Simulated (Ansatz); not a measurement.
We consider CaAlO2F (model structure, started from the SrVO2H type, P4/mmm, No. 123, 5 atoms in the cell), described by PBEsol in Ansatz (plane waves, PAW).

Run with plane-wave cutoff 520 eV, 10×10×10 k mesh, Fermi–Dirac smearing 0.01 eV, scalar-relativistic PAW data made under PBE.

Cell (relaxed at this level):

```cif
data_AlCaFO2
_chemical_formula_sum 'Ca1 Al1 O2 F1'
_space_group_name_H-M_alt 'P 1'
_space_group_IT_number 1
_cell_length_a 3.72693
_cell_length_b 3.72693
_cell_length_c 3.67728
_cell_angle_alpha 90.000
_cell_angle_beta 90.000
_cell_angle_gamma 90.000
loop_
_space_group_symop_operation_xyz
  'x, y, z'
loop_
_atom_site_label
_atom_site_type_symbol
_atom_site_fract_x
_atom_site_fract_y
_atom_site_fract_z
_atom_site_occupancy
Ca1 Ca 0.50000 0.50000 0.50000 1
Al1 Al 0.00000 0.00000 0.00000 1
O1 O 0.50000 0.00000 0.00000 1
O2 O 0.00000 0.50000 0.00000 1
F1 F 0.00000 0.00000 0.50000 1
```

Problem. Predict the band gap, smallest direct gap on the k points sampled and Γ–Γ gap.

Solution. 
band gap: 3.38 eV (indirect)
smallest direct gap on the k points sampled: 4.11 eV
Γ–Γ gap: 4.40 eV

Note: the relaxation could raise the start's symmetry but not lower it, so the cell can be a saddle point.

Static lattice: no zero-point or thermal effects.

A model structure was made by putting elements into a prototype or built by hand; it is no filed structure, need not be a known phase, and can be a saddle point held by its symmetry.

Ansatz is a first-principles code.
